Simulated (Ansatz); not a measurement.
OsGe (model structure, started from the WC type, P-6m2, No. 187, 2 atoms in the cell), treated with PBEsol (Ansatz, a first-principles code, plane waves, PAW).

From the output:

```
Relaxation: its limit of steps is 80 (relax.max_steps)
Crystal: 2 atoms, lattice volume = 31.844 Å³
Basis set: ecut = 520 eV, 851 PW (Γ), exchange–correlation on 54×54×48 points (8 copies of the dense FFT grid, shifted against one another)
Bands: 19, of which v1, the nominal top of the filled ones, is band 15 counted from 1 (14 counted from 0)
Symmetry: 12 space group operations
Space group: P-6m2 (ITA 187), of the structure as read, at distance tolerance 3.2e-5 Å
k-points: 333 of 5184 (time reversal used)
Functional: x = pbesol(κ = 0.804, μ = 0.12345679012345678), c = pbesol(β = 0.046)
SCF iter   1: F=—  HF=-15504.019882 eV  |F-HF|=—  |Δ(HF+E_count)|=         —  Δρ=6.92e-3  dr2=9.01e-3
SCF iter   2: F=—  HF=-15504.019176 eV  |F-HF|=—  |Δ(HF+E_count)|=   7.06e-4  Δρ=4.04e-3  dr2=3.88e-3
  ...
SCF 1 converged in 6 iterations: F = -15504.018781 eV  dr2 = 3.87e-9
Crystal: 2 atoms, lattice volume = 31.844 Å³
Basis set: ecut = 520 eV, 875 PW (Γ), exchange–correlation on 54×54×48 points (8 copies of the dense FFT grid, shifted against one another)
Initial density: handed on by an earlier stage of this run
SCF 2 converged in 6 iterations: F = -15504.018975 eV  dr2 = 3.95e-11
Crystal: 2 atoms, lattice volume = 31.844 Å³
SCF 3 converged in 6 iterations: F = -15504.019369 eV  dr2 = 5.70e-12
Crystal: 2 atoms, lattice volume = 31.844 Å³
SCF iter   8: F=-15504.019367 eV  HF=-15504.019367 eV  |F-HF|=7.28e-12  |Δ(HF+E_count)|=  5.46e-12  Δρ=2.30e-10  dr2=1.24e-17
SCF iter   9: F=-15504.019367 eV  HF=-15504.019367 eV  |F-HF|=3.64e-12  |Δ(HF+E_count)|=  5.46e-12  Δρ=3.83e-11  dr2=3.11e-19
SCF 4 converged in 9 iterations: F = -15504.019367 eV  dr2 = 3.11e-19
SCF converged after 9 iterations
Free energy (F): -15504.019367 eV
Internal energy: -15504.009669 eV  (E = F + TS)
E sigma→0 (E₀):  -15504.014518 eV
Fermi energy:    17.399550 eV
--- Forces (eV/Å), atoms counted from 1 ---
  atom   1  Os     0.00000000     0.00000000     0.00000000
  atom   2  Ge     0.00000000     0.00000000     0.00000000
--- Stress (GPa, compression-positive) ---
       -3.981451      -0.000000      -0.000000
       -0.000000      -3.981451      -0.000000
       -0.000000      -0.000000      -3.987816
  P = ⅓ Tr σ = -3.9836 GPa (-39.836 kbar)
```

### Question
Write an input file that could have produced this run (the log leaves some choices open).

### Answer
This is not unique; one that fits is 
Ansatz 0.2 input:
```yaml
crystal:
  lattice:
    - [3.511410539, 0.0, 0.0]
    - [-1.7557052695, 3.0409707299, 0.0]
    - [0.0, 0.0, 2.9821504691]
  atoms:
    - { symbol: Os, position: [0.0, 0.0, 0.0] }
    - { symbol: Ge, position: [0.6666666667, 0.3333333333, 0.5] }
basis:
  ecutwfc: 520
  ecutrho_ratio: 4
  xc_grid: 2
kpoints:
  mp_grid: { grid: [18, 18, 16] }
hamiltonian:
  xc: pbesol
  dispersion: none
  pseudopotentials: { kind: paw }
scf:
  occupations: { method: fermi_dirac, width: 0.05 }
output:
  forces: true
  stress: true
  eigenvalues: true
relax:
  f_tol: 0.004
  escape_saddle: false
  max_steps: 80
  cell: { stress_tol: 0.02, fix: [volume] }
```

The cell is one volume of an energy–volume scan, off the minimum.

The PAW data were made under PBE.

Note: the run has no spin polarisation, so it can have missed a magnetic state. Note: the relaxation could raise the start's symmetry but not lower it, so the cell can be a saddle point.

Cost on a shared machine: roughly 80 core-seconds.

A model structure was made by putting elements into a prototype or built by hand; it is no filed structure, need not be a known phase, and can be a saddle point held by its symmetry.
